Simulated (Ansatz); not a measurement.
Take Ti in the hcp (Mg type) structure (space group P6_3/mmc, No. 194; a = 2.936 Å, c = 4.636 Å) as the base.

Method: r2SCAN (Ansatz, a quantum-chemistry and plane-wave program, PAW, spin-orbit coupling left out).

One change was made to it. Results:

The shortest interatomic distance goes up by 0.5886 Å to 3.460 Å; the c/a ratio rises by 0.012, from 1.579 to 1.591.

Q: Which of these changes matches the shifts?
A) Ti → Si
B) Ti → Tl
C) Ti → Mn

A: B, Ti → Tl. For comparison, the shortest interatomic distance in the other runs: Ti → Si gives 2.642 Å; Ti → Mn gives 2.446 Å.

No phonon test of stability was made. For Si and Mn in this form, whether it has been made was not checked. Seeded moments were not kept for Ti → Mn. All final runs are without spin polarisation. This is not the structure that Si has at room temperature and ambient pressure. This is not the structure that Mn has at room temperature and ambient pressure.
